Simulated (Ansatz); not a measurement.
Hypothetical P4_2/mnm ZnS, pressure series

The reference is ZnS (space group P4_2/mnm, No. 136; a = 6.518 Å, c = 3.808 Å; a hypothetical phase, not in the database extracts checked).

Cell and atoms are relaxed at each pressure.

Levels (all Ansatz, a first-principles code, PAW): PBEsol (420 eV, no SOC); HSE06 (420 eV, scalar-relativistic without spin-orbit coupling).

```json
[
 {"pressure (GPa)": "-2", "band gap, PBEsol (eV)": "2.11", "band gap, HSE06 (eV)": "3.47"},
 {"pressure (GPa)": "0", "band gap, PBEsol (eV)": "2.24", "band gap, HSE06 (eV)": "3.60"},
 {"pressure (GPa)": "0.3", "band gap, PBEsol (eV)": "2.26", "band gap, HSE06 (eV)": "3.62"},
 {"pressure (GPa)": "0.7", "band gap, PBEsol (eV)": "2.28", "band gap, HSE06 (eV)": "3.65"},
 {"pressure (GPa)": "1.5", "band gap, PBEsol (eV)": "2.32", "band gap, HSE06 (eV)": "3.69"},
 {"pressure (GPa)": "3", "band gap, PBEsol (eV)": "2.39", "band gap, HSE06 (eV)": "3.77"},
 {"pressure (GPa)": "5", "band gap, PBEsol (eV)": "2.48", "band gap, HSE06 (eV)": "3.86"},
 {"pressure (GPa)": "7.5", "band gap, PBEsol (eV)": "?", "band gap, HSE06 (eV)": "?"},
 {"pressure (GPa)": "10", "band gap, PBEsol (eV)": "2.65", "band gap, HSE06 (eV)": "4.05"}
]
```

### Question
Fit E_g = E₀ + αP + βP² to the rows shown and predict the withheld row.

### Answer
Least squares on the printed values gives 

- PBEsol: E₀ = 2.24 eV, α = 57.4 meV/GPa, β = -1.6 meV/GPa² (largest residual 0.01 eV); this predicts 2.58 eV, and the run gives 2.57 eV, in agreement
- HSE06: E₀ = 3.60 eV, α = 60.9 meV/GPa, β = -1.6 meV/GPa² (largest residual 0.01 eV); this predicts 3.97 eV, and the run gives 3.97 eV, in agreement.

Single points use the geometry relaxed with PBEsol. Load acts through the strain it causes; cell and atoms are relaxed under it. No phonon test of stability was made. No other phases were tried under pressure.
